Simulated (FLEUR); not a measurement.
A self-consistent single point of SiMo3 (Pm-3n, 8 atoms in the cell) with FLEUR.

Method: PBE, all-electron FLAPW (FLEUR), scalar-relativistic valence in FLEUR.

The change in words: lattice scaled by 0.98. Reference geometry:
```
CELL_PARAMETERS angstrom
      4.87063     0.00000     0.00000
      0.00000     4.87063     0.00000
      0.00000     0.00000     4.87063
ATOMIC_POSITIONS crystal
  Si 0.50000 0.50000 0.50000
  Si 0.00000 0.00000 0.00000
  Mo 0.00000 0.50000 0.25000
  Mo 0.00000 0.50000 0.75000
  Mo 0.25000 0.00000 0.50000
  Mo 0.75000 0.00000 0.50000
  Mo 0.50000 0.25000 0.00000
  Mo 0.50000 0.75000 0.00000
```

Reference input (self-consistent single point, DFT, PBE, all-electron FLAPW (FLEUR), scalar-relativistic valence): Kmax = 3.8 1/bohr; GmaxXC = 15.2 1/bohr; xcFunctional = pbe; jspins = 1; l_soc = F; mode = gauss; fermiSmearingEnergy = 0.00734986 Htr; mesh (inpgen div1-3) = 5 5 5; inpgen gamma flag = false; Gmax = 15.2 1/bohr; numbands = 0; maxIterBroyd = 15. This run's input differs from it in these lines:

```diff
@@ -3,5 +3,5 @@
 &input film=f /
-4.8706300000 0.0000000000 0.0000000000
-0.0000000000 4.8706300000 0.0000000000
-0.0000000000 0.0000000000 4.8706300000
+4.7732170000 0.0000000000 0.0000000000
+0.0000000000 4.7732170000 0.0000000000
+0.0000000000 0.0000000000 4.7732170000
 1.8897261246
@@ -49,5 +49,5 @@
          <bravaisMatrix>
-            <row-1>    9.2041567542604987     0.0000000000000000     0.0000000000000000</row-1>
-            <row-2>    0.0000000000000000     9.2041567542604987     0.0000000000000000</row-2>
-            <row-3>    0.0000000000000000     0.0000000000000000     9.2041567542604987</row-3>
+            <row-1>    9.0200728632848381     0.0000000000000000     0.0000000000000000</row-1>
+            <row-2>    0.0000000000000000     9.0200728632848381     0.0000000000000000</row-2>
+            <row-3>    0.0000000000000000     0.0000000000000000     9.0200728632848381</row-3>
          </bravaisMatrix>
```

The program printed (abridged):

```
 Iteration:     1   Distance:      15.75231183 me/bohr^3
 Iteration:     2   Distance:      14.20146534 me/bohr^3
 Iteration:     3   Distance:       5.91675499 me/bohr^3
 Iteration:     4   Distance:       3.15790446 me/bohr^3
 Iteration:     5   Distance:       2.14440652 me/bohr^3
   [... 8 lines left out ...]
 Iteration:    14   Distance:       0.00003735 me/bohr^3
 Iteration:    15   Distance:       0.00001478 me/bohr^3
 Iteration:    16   Distance:       0.00001333 me/bohr^3
 Iteration:    17   Distance:       0.00000469 me/bohr^3
 Run finished successfully
 Stop message:
   Structural relaxation: Done

[file out, last iteration]
             iter=     18
[...]
          total density-effective poten   -4.0455451612E+04
          total charge density-energy d   -7.8592354695E+02
 Updated energy parameters for spin:           1
[...]
 fermi energy and band-weighting factors:

[...]
FERMIE:
          first approx. to ef    (T=0)  :   0.657384 htr   (energy of the highest occ. eigenvalue)
          number of occ. states  (T=0)  :        458
          first approx. to seigv (T=0)  : -19.683915 htr
          sum of weights of occ. states :  46.064000
          sum of semicore charge        :   0.000000 e
          fermi energy=   0.65355 har   work function= -17.78389 ev
          number of valence electrons=  92.00000
     band-weighting factor for spin=    1
   [... lines left out ...]
          total moment                 =     0.00000
 Direct bandgap for spin            1 :    1.7947057455214077E-002  Htr
 ---->    free energy=                    -24877.6656932339 htr
   [... lines left out ...]
      extrapolation for T->0
 ---->    total electron energy=          -24877.6656932339 htr
 ***** TOTAL FORCES ON ATOMS *****
 TOTAL FORCE FOR ATOM TYPE=  1  X=  4.510   Y=  4.510   Z=  4.510
                       FX_TOT= 0.000000 FY_TOT= 0.000000 FZ_TOT= 0.000000
 TOTAL FORCE FOR ATOM TYPE=  2  X=  0.000   Y=  4.510   Z=  2.255
                       FX_TOT= 0.000000 FY_TOT= 0.000000 FZ_TOT= 0.000000
 Structural relaxation: Done
```

The run converged in 17 iterations. FLEUR gives forces in its relaxation mode, with a further iteration, so its stop message speaks of a relaxation. Against the reference run the total energy goes up by 77.9 meV/atom.

The starting cell comes from a database of computed structures (which also holds hypothetical and non-ambient phases and stackings), without a prior relaxation at this level. Its lattice was rescaled by a random factor within 2.5 % of one. For this run, on top of that: lattice scaled by 0.98. Spin polarisation is off. Values depend on the basis (sphere radii, cutoffs, local orbitals), which need not be converged. The log's line on a gap gives a spacing of levels on this mesh, which the program prints for metals too.

Cost on one core of a shared machine: roughly 2 min.
